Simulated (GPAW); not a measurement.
Input and output of a self-consistent single point for HfGeS (P1, 6 atoms in the cell) (GPAW).

Level of theory: LDA (Perdew-Wang 92), GPAW PAW datasets LDA (gpaw-data 1.0.1) (plane waves; GPAW).

The change in words: atoms moved at random. Reference geometry:
```
CELL_PARAMETERS angstrom
      3.59489     0.00000     0.00000
      0.00000     3.59489     0.00000
      0.00000     0.00000     7.89409
ATOMIC_POSITIONS crystal
  Hf 0.00000 0.50000 0.72619
  Hf 0.50000 0.00000 0.27381
  Ge 0.50000 0.50000 0.00000
  Ge 0.00000 0.00000 0.00000
  S  0.00000 0.50000 0.37986
  S  0.50000 0.00000 0.62014
```

Reference input (self-consistent single point, DFT LDA (Perdew-Wang 92), plane waves, GPAW PAW datasets LDA (gpaw-data 1.0.1)): mode = pw; ecut = 550 eV; xc = LDA; kpts = 7 7 4; mesh shift (steps) = 0 0 0; occupations.name = fermi-dirac; occupations.width = 0.05 eV; nbands = -12; convergence.forces = 0.001 eV/Å; symmetry.symmorphic = false; symmetry.tolerance = 0.0005; maxiter = 100. This run's input differs from it in these lines:

```diff
@@ -8,8 +8,8 @@
                     [0.000000, 0.000000, 7.894091]],
-              scaled_positions=[[0.000000, 0.500000, 0.726190],
-                                [0.500000, 0.000000, 0.273810],
-                                [0.500000, 0.500000, 0.000000],
-                                [0.000000, 0.000000, 0.000000],
-                                [0.000000, 0.500000, 0.379860],
-                                [0.500000, 0.000000, 0.620140]],
+              scaled_positions=[[0.013999, 0.497889, 0.726536],
+                                [0.498779, -0.012962, 0.278644],
+                                [0.486807, 0.503968, -0.003405],
+                                [-0.001490, 0.001432, 0.002820],
+                                [-0.002244, 0.500596, 0.376928],
+                                [0.504150, 0.009078, 0.618477]],
               pbc=True)
```

Output (repeated stretches shortened):

```
     iter     time        total  log10-change:
                         energy   eigst   dens  force
iter:   1 --:--:--   -44.299532
iter:   2 --:--:--   -44.077403   -1.27  -1.14
iter:   3 --:--:--   -43.619364   -1.35  -1.18
iter:   4 --:--:--   -43.541045   -2.37  -1.36
iter:   5 --:--:--   -43.563039   -2.33  -1.49
iter:   6 --:--:--   -43.544681c  -2.37  -1.70
iter:   7 --:--:--   -43.533144   -3.70  -2.19
iter:   8 --:--:--   -43.532932c  -4.79  -2.47
iter:   9 --:--:--   -43.530908c  -3.88  -2.51
iter:  10 --:--:--   -43.530380c  -4.30  -2.73
iter:  11 --:--:--   -43.530266c  -5.10  -2.87
iter:  12 --:--:--   -43.530151c  -5.22  -3.02
   [... lines left out ...]
iter:  14 --:--:--   -43.530111c  -5.64  -3.26
iter:  15 --:--:--   -43.530112c  -6.50  -3.65
iter:  16 --:--:--   -43.530113c  -6.74  -3.85
iter:  17 --:--:--   -43.530113c  -7.06  -3.99
iter:  18 --:--:--   -43.530115c  -7.60c -4.06c
iter:  19 --:--:--   -43.530115c  -7.90c -4.13c -2.28
iter:  20 --:--:--   -43.530114c  -7.52c -4.23c -2.30
iter:  21 --:--:--   -43.530113c  -8.32c -4.46c -2.36
iter:  22 --:--:--   -43.530112c  -8.70c -4.56c -2.60
iter:  23 --:--:--   -43.530110c  -7.89c -4.63c -2.46
iter:  24 --:--:--   -43.530110c  -8.59c -4.97c -2.77
iter:  25 --:--:--   -43.530110c  -9.46c -5.13c -3.53c
Converged after 25 iterations.

Dipole moment: (-0.676523, -0.384529, 0.271397) |e|*Ang

Energy contributions relative to reference atoms: (reference = -954967.460292)

Kinetic:        +52.474489
Potential:      -47.301148
External:        +0.000000
XC:             -47.905558
Entropy (-ST):   -0.011448
Local:           -0.792169
SIC:             +0.000000
--------------------------
Free energy:    -43.535834
Extrapolated:   -43.530110

Showing only first 2 kpts
 Kpt  Band  Eigenvalues  Occupancy
  0    20      8.30304    2.00000
  0    21      9.25617    2.00000
  0    22     10.17254    1.99997
  0    23     11.10037    0.00116

  1    20      8.17563    2.00000
  1    21      8.41211    2.00000
  1    22     10.46832    1.98893
  1    23     11.41023    0.00000

Fermi level: 10.72789

No gap
   [... lines left out ...]
  0 Hf   -0.48802    0.19909   -0.36906
  1 Hf   -0.00264    0.39373   -0.46155
  2 Ge    0.54564   -0.19248    0.34828
  3 Ge   -0.21811    0.01863   -0.03387
  4 S     0.06737   -0.16255    0.41842
  5 S     0.09556   -0.25565    0.09759

Stress tensor:
     0.021225     0.000675    -0.003771
     0.000675     0.024616    -0.001667
    -0.003771    -0.001667     0.020400
Stress (GPa, Voigt): [ 3.4007  3.9439  3.2685 -0.2671 -0.6042  0.1082]
```

The run converged in 25 iterations. GPAW prints stress with tension positive. Against the reference run the free energy rises by 9.4 meV/atom, the pressure goes from -3.72 to -3.54 GPa and the largest force goes from 0.203 to 0.675 eV/Å.

The starting cell comes from a database of computed structures (which also holds hypothetical and non-ambient phases and stackings), without a prior relaxation at this level. Its lattice was rescaled by a random factor within 2.5 % of one. For this run, on top of that: atoms moved at random. With a pressure of about -4 GPa the cell is away from its equilibrium volume at this level.

Cost on one core of a shared machine: roughly 7 min.
